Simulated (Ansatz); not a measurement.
Cells marked so need not be the phases stable at ambient conditions, and some may be hypothetical.

 Where the default PAW files enter, the runs use the earlier of Ansatz's two default sets.

By PBEsol, each system below comes out a metal.

Ballistic conductance counts the channels of both spins, as a mean over 0.1 eV about the Fermi level; spin-orbit coupling is left out.

A. Cu (P6_3/mmc, hcp (Mg type), not sure to be the ambient phase, 2 atoms a cell, 11.4 Å³ an atom, -2 GPa at this level), current normal to (111)
B. Mg₂Sn (Fd-3m, cubic Laves (MgCu2 type), not sure to be the ambient phase, 6 atoms a cell, 24.2 Å³ an atom, -2 GPa at this level), current normal to (111)
C. Hf (P6/mmm, not sure to be the ambient phase, 3 atoms a cell, 21.9 Å³ an atom, -3 GPa at this level), current normal to (001)

Put the candidates in order of ballistic conductance per area, highest first, for PBEsol in Ansatz (a quantum-chemistry and plane-wave program).

A (1.2 × 10¹⁵ S/m²), B (0.76 × 10¹⁵ S/m²), C (0.50 × 10¹⁵ S/m²)
